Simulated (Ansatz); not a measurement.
# How the smallest direct gap on the k points sampled of Ta2O5 (within 0.1 Å of Cmmm, No. 65, 7 atoms in the cell; start mp-1238961) moves with the method

No measured value is used here.

```tsv
level (code)	value (eV)	cell (Å³/atom)
LDA (Ansatz)	2.73	13.49
PBEsol (Ansatz)	…	13.77
PBEsol+SOC (Ansatz)	2.74	13.77
r²SCAN+SOC (Ansatz)	3.28	13.77
PBE0 (Ansatz)	4.97	13.77
```

Q: Complete the blanks.

A: 
- PBEsol (Ansatz, an electronic-structure program), value (eV): 2.78

At these levels the smallest gap is indirect and lower: LDA 2.14, PBEsol 2.16, PBEsol+SOC 2.14, r²SCAN+SOC 2.65, PBE0 4.40 eV. Computed values are for a static lattice. Spin–orbit coupling is included only where a level's name says +SOC; with heavier elements it mostly lowers gaps and can invert bands.  Values are at the PBEsol cell; LDA at the level's own relaxed cell. Cutoffs and k meshes differ between the levels. Ansatz's density-functional and Hartree–Fock values are scalar-relativistic unless marked +SOC, with PAW data made under PBE.

A start named mp-… is a Materials Project structure, which need not be a measured phase.
